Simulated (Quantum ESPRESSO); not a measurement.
# Equation of state of rutile-structure TiO2 (space group 136): energy against volume (Quantum ESPRESSO, LDA)

```
TiO2
1.0
    4.41148     0.00000     0.00000
    0.00000     4.41148     0.00000
    0.00000     0.00000     2.84488
Ti O
2 4
Direct
  0.00000   0.00000   0.00000
  0.50000   0.50000   0.50000
  0.30500   0.30500   0.00000
  0.80500   0.19500   0.50000
  0.19500   0.80500   0.50000
  0.69500   0.69500   0.00000
```

Method: LDA (PZ), GBRV 1.5 ultrasoft (LDA) pseudopotentials (plane waves; Quantum ESPRESSO). Settings: ecutwfc = 65 Ry; ecutrho = 520 Ry; occupations = smearing; smearing = fd; degauss = 0.000734986 Ry; potentials = {Ti: ti_lda_v1.4.uspp.F.UPF, O: o_lda_v1.2.uspp.F.UPF}; K_POINTS = automatic 7 7 11 0 0 0; conv_thr = 1e-10 Ry; mixing_beta = 0.5. The cell above is the first row's. The rows scale it uniformly. In all rows fractional positions and the k mesh are held. E is the free energy at the stated smearing, counted from the lowest row.

| V (Å^3/atom) | E (meV/atom) |
|---|---|
| 9.227 | ? |
| 9.428 | 40.67 |
| 9.629 | 19.04 |
| 9.829 | 5.76 |
| 10.030 | 0.00 |
| 10.230 | 1.01 |
| 10.431 | 8.13 |
| 10.632 | 20.74 |
| 10.832 | 38.29 |

Using the third-order Birch-Murnaghan form, a cubic in V^(-2/3), estimate the missing E at V = 9.227 from the other rows, showing the fit.

With u = V^(-2/3) - 0.214, the rows have u = 0.010072, 0.006942, 0.003935, 0.001014, -0.001798, -0.004533, -0.007181, -0.009735. Least squares gives E = -0.376 - 36.50·u + 406220·u² + 207375·u³. Residuals (row less fit): -0.007, 0.024, -0.023, -0.005, 0.008, 0.013, -0.017, 0.004; standard error 0.021 (degrees of freedom: 4). Its minimum lies at u = 0.000045, so V0 = (0.214045)^(-3/2) = 10.10. There d²E/du² = 812500 and d³E/du³ = 1244000, so B0 = (4/9) × 10.10^(-7/3) × 812500 × 0.160218 = 262 GPa (the last factor turns the table's units into GPa), and B0' = 4 + (2/3) × 0.214045 × (1244000)/812500 = 4.2. The program's pressures in the fitted runs (not shown) pass through zero at V = 10.09, 0.03 % from this V0. At the withheld row, u = 0.013314, so E = -0.376 - 36.50 × 0.013314 + 406220 × 0.013314² + 207375 × 0.013314³ = 71.635 meV/atom. The calculation gives 71.58 meV/atom, 0.055 meV/atom below the prediction (0.1 % of the range of E in the table). The row lies outside the fitted rows, so this is an extrapolation. From the scatter of the fitted rows alone, a prediction at this place has a standard error of 0.061 meV/atom, so the miss is 0.9 times that.

Carrying the step between the two nearest rows on in a straight line would have given 62.30, off by 9.28; series whose last step already gives the withheld value aren't shown. The scan was laid around a cell of about the measured size, scaled by a guess for this functional; axis ratios and inner coordinates come from that cell. The runs keep the symmetry of the cell, so they don't test it for distortions. The shape of the cell and the inner coordinates aren't relaxed, so V0 and B0 belong to this uniform scaling; a relaxed crystal lies no higher in energy and is usually softer (forces reach 0.67 eV/Å in these rows). Cutoffs and mesh are single choices, not tested for convergence of this quantity. Series with a scatter that would blur these digits, or in which a gap closes, are not shown. Nor are scans whose minimum lies at an end fitted in this form.
